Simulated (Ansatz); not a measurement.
## Habitual settings against a tight run: Hf2Ni7 (C2/m, 9 atoms in the cell)

Self-consistent single point.

```
CELL_PARAMETERS angstrom
      2.33523    -4.10502     0.00000
      2.33523     4.10502     0.00000
     -1.74079     0.00000     6.03496
ATOMIC_POSITIONS crystal
  Hf 0.89343 0.89343 0.22834
  Hf 0.10657 0.10657 0.77166
  Ni 0.00000 0.50000 0.50000
  Ni 0.50000 0.00000 0.50000
  Ni 0.53641 0.20709 0.15513
  Ni 0.46359 0.79291 0.84487
  Ni 0.79291 0.46359 0.84487
  Ni 0.20709 0.53641 0.15513
  Ni 0.50000 0.50000 0.50000
```

Level of theory: LDA (PW92), PAW files made with PBE (plane waves; Ansatz, an electronic-structure program).

Base settings: basis.ecutwfc = 30.9 Ry; kpoints.mp_grid.grid = 6 6 4; hamiltonian.xc = lda; hamiltonian.pseudopotentials = {kind: paw} (the program's default PAW files); scf.occupations.method = cold; scf.occupations.width = 0.02 Ry.

Tight run (finer mesh or higher cutoff; not a proven limit): basis.ecutwfc: 30.9 Ry → 43.4 Ry; kpoints.mp_grid.grid: 6 6 4 → 9 9 6; scf.convergence.dr2_threshold: default (1e-07 eV) → 1e-09 eV. It gave Fermi level (on the code's own zero) 18.38 eV; pressure -15.01 GPa; largest force (vector length) 0.120 eV/Å.

Quick runs, as changes from the base:
- A: the base itself
- B: basis.ecutwfc: 30.9 Ry → 24.6 Ry; kpoints.mp_grid.grid: 6 6 4 → 2 2 2
- C: basis.ecutwfc: 30.9 Ry → 18.4 Ry; kpoints.mp_grid.grid: 6 6 4 → 6 6 6; hamiltonian.xc: lda → pbesol; scf.occupations.method: cold → gaussian; scf.occupations.width: 0.02 Ry → 0.0147 Ry; kpoints.mp_grid.shift: default → 0.5 0.5 0.5; scf.convergence.dr2_threshold: default (1e-07 eV) → 0.001 eV [PBEsol]
- D: basis.ecutwfc: 30.9 Ry → 18.4 Ry; kpoints.mp_grid.grid: 6 6 4 → 3 3 3; hamiltonian.xc: lda → pbesol; scf.occupations.width: 0.02 Ry → 0.01 Ry; kpoints.mp_grid.shift: default → 0.5 0.5 0.5 [PBEsol]
- E: basis.ecutwfc: 30.9 Ry → 24.6 Ry; kpoints.mp_grid.grid: 6 6 4 → 6 6 6
- F: basis.ecutwfc: 30.9 Ry → 15.4 Ry; kpoints.mp_grid.grid: 6 6 4 → 2 2 2

Energies are extrapolated to zero smearing width, which holds to low order in the width alone.

Dashes: time of B, C, D, F, under 30 s; energy of C, D, another energy zero.

† marks runs with another functional, U, potentials or spin treatment: their distance from the tight run is not a convergence error alone.

The count of work is k-points × plane waves × bands × iterations; it is no time. Core times come from one kind of shared machine and are given to one figure; runs under 30 s give none.

Pressures in the table are Ansatz's without its Pulay estimate, at a fixed set of plane waves; the tight run's value above holds the estimate.

The starting cell comes from a database of computed structures (which also holds hypothetical and non-ambient phases and stackings), without a prior relaxation at this level. Its lattice was rescaled by a random factor within 2.5 % of one. Spin polarisation is off. In the base run, with a pressure of about -15 GPa the cell is away from its equilibrium volume at this level.

```csv
run,energy less tight (meV/atom),pressure less tight (GPa),largest miss in a force vector (eV/Å),count of work / tight,core time / tight (rough)
A,3.4,0.05,0.017,0.16,0.2
B,93.6,-7.64,0.443,0.015,–
C†,–,-172.50,0.190,0.061,–
D†,–,-172.12,0.190,0.014,–
E,56.5,-7.50,0.040,0.16,0.2
F,10417.1,-622.75,0.981,0.0078,–
```

Among the runs at the tight run's level, the energy misses run from 3.4 to 10417.1 meV/atom.

Keys are those of Ansatz 0.2.
